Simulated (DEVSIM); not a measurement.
Structure: Schottky contact on n-type Si, at 300 K.

Layer 1 from the left is Si, thickness (μm) 8.10, Nd (cm⁻³) 3.6e15, τn (s) 4.9e-6, τp (s) 4.9e-6.

Left contact: Schottky, work function 4.9 eV, emission velocity 1.5e6 cm/s. Right contact: ohmic. Voltage is applied to the left contact. Recombination: SRH at mid-gap, radiative, Auger. Mobility is μmin + (μ − μmin)/(1 + (N/Nref)^α).

Constants are typed, rounded textbook-type inputs, not results; the design itself was drawn at random and stands for no fabricated device. Values at 300 K.

Si: gap (eV) 1.124, affinity (eV) 4.05, permittivity 11.7, Nc (cm⁻³) 2.86e19, Nv (cm⁻³) 3.1e19, μn (cm²/Vs) 1417, μp (cm²/Vs) 470, μn,min 52, μp,min 45, Nref,n 9.7e16, Nref,p 2.2e17, αn 0.68, αp 0.72, B (cm³/s) 4.7e-15, Cn (cm⁶/s) 2.8e-31, Cp (cm⁶/s) 9.9e-32.

DEVSIM, 1D drift-diffusion, Boltzmann statistics, complete ionisation; no tunnelling, impact ionisation, image-force lowering or self-heating. Metal contacts follow the ideal Schottky-Mott rule: no Fermi-level pinning, no interface dipoles.

Task: What does the simulation give for the largest field in the device at zero bias, the potential step across the device at zero bias, the dark forward voltage at 1 A/cm², the dark forward voltage at 100 A/cm²?

Result: largest field in the device at zero bias 26000 V/cm; potential step across the device at zero bias 0.618 V; dark forward voltage at 1 A/cm² 0.447 V; dark forward voltage at 100 A/cm² 0.674 V.
